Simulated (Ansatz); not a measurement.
Consider Cu in the fcc (Cu type) structure (space group Fm-3m, No. 225; a = 3.564 Å; relaxed with 0.1 eV smearing).

The values are results of PBEsol (Ansatz, a quantum-chemistry and plane-wave program; PAW; 420 eV plane waves; no SOC), not measurements.

Before the change:

- Pressure = 0.0 GPa

The change: every lattice vector is stretched by 0.50 %, atoms relaxed at fixed cell.

Problem. Predict the new energy relative to the base and pressure.

Solution. The energy goes up by 1.3 meV/atom; the pressure goes from zero to -2.4 GPa.

The cells carry an imposed strain or load. Whether these cells are dynamically stable was not tested. The final runs are not spin-polarised.
